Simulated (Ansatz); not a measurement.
The parent structure is Sc in the hcp (Mg type) structure (space group P6_3/mmc, No. 194; relaxed with 0.1 eV smearing).

```
CELL_PARAMETERS angstrom
      3.31794     0.00000     0.00000
     -1.65897     2.87342     0.00000
      0.00000     0.00000     5.18600
ATOMIC_POSITIONS crystal
  Sc 0.33333 0.66667 0.75000
  Sc 0.66667 0.33333 0.25000
```

Cartesian axes are those of the cell as printed.

Computed with PBE (Ansatz, a first-principles code; PAW; 420 eV plane waves; scalar-relativistic without spin-orbit coupling).

Now apply this change: an isotropic linear strain of +2.12 %, atoms relaxed at fixed cell.

Problem. Predict the stress tensor and what it implies for the stiffness.

Solution. Stress of the strained cell less that of the base (GPa, compression positive):
```
   -3.1     0.0     0.0
    0.0    -3.1     0.0
    0.0     0.0    -2.9
```

Then B = −ΔP/(ΔV/V₀) with ΔV/V₀ = 0.0650 gives secant stiffness values (nonlinear terms included at this strain): B (at held cell shape, above the free-shape value) ≈ 47 GPa.

As a check, the harmonic strain energy −½ V₀ Δσ:ε is 15 meV/atom; the computed energy rise is 16 meV/atom.

Stability against distortions was not tested. All final runs are without spin polarisation.
